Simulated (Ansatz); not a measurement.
Take FeO in the rock salt structure (space group Fm-3m, No. 225; ferromagnetic) as the base.

```xyz
2
Lattice="0.0000 2.1322 2.1322 2.1322 0.0000 2.1322 2.1322 2.1322 0.0000" Properties=species:S:1:pos:R:3 pbc="T T T"
O      0.0000     0.0000     0.0000
Fe     2.1322     2.1322     2.1322
```

Calculations: r2SCAN, PAW, 500 eV (Ansatz, a first-principles code; no spin-orbit coupling).

Base values:

```
Property          Result
---------------  -------
Volume per atom  9.69 Å³
```

Perturbation: spin polarisation is switched off and the cell is relaxed again.

**Question.** Predict the new energy relative to the base.

**Answer.** The energy rises by 0.71 eV/atom (to 0.01 eV only: unlike meshes or grids).

**Question.** Predict the new volume per atom.

**Answer.** The volume per atom decreases by 1.19 Å³, from 9.69 Å³ to 8.50 Å³.

Other magnetic orders, which the real material may have, were not ruled out. Stability against distortions was not tested. No Hubbard U is applied, and correlation can decide whether such a compound is a metal. Spin-polarised in the final run: base; the other runs are not. In its common phase, real FeO is an antiferromagnetic insulator at low temperature.
